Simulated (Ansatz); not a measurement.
Base system: GaN in the wurtzite structure (space group P6_3mc, No. 186; a = 3.1518 Å, c = 5.1383 Å). Axes: x lies along a and z along c of the hexagonal cell.

Level of theory: LDA in Ansatz (plane waves to 420 eV, PAW, no SOC).

Perturbation: every lattice vector is shortened by 3.00 %; the atoms relax in the strained cell.

Q: Predict the stress tensor and what it implies for the stiffness.

A: Stress of the strained cell less that of the base (GPa, compression positive):
```
  22.49    0.00    0.00
   0.00   22.49    0.00
   0.00    0.00   22.74
```

Then B = −ΔP/(ΔV/V₀) with ΔV/V₀ = -0.0873 gives secant stiffness values (nonlinear terms included at this strain): B (at held cell shape, above the free-shape value) ≈ 258 GPa.

As a check, the harmonic strain energy −½ V₀ Δσ:ε is 70 meV/atom; the computed energy rise is 63 meV/atom.

Stability against distortions was not tested.

Ansatz is a quantum-chemistry and plane-wave program.
